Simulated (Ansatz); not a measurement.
# Point defect C_Si in silicon

Computed with HSE06, PAW (plane waves to 420 eV; Ansatz, an electronic-structure program). Cell and caveats: 64-site cell; lattice scaled to a tabulated measured volume, 20.01 Å³ a site; 2×2×2 shifted k-points; start: the Si site; finite-size errors of tenths of an eV; atoms relaxed at one k-point.

Neighbours after relaxation, in Å: of the C atom: Si 2.01, Si 2.01, Si 2.01, Si 2.02.

Formation energies E_f are those of the neutral cell. Chemical conditions: impurity bounded by its compound with the host (Δμ(Si) = 0.00 eV, Δμ(C) = -0.56 eV, bounded by 4H silicon carbide; only phases computed here count, gases as isolated molecules at 0 K). Reference phases: C: graphite (PBE cell), Si: silicon.

| charge | moment (μB) | point group | largest move off a lattice site (Å) | E_f, impurity bounded by its compound with the host (eV) |
|---|---|---|---|---|
| 0 | not spin-polarised | Td | 0.34 | 2.15 |

Point groups are those of the whole cell at tolerances of 0.03 and 0.1 Å ("near" where only the looser one holds); none is given for unsettled states.
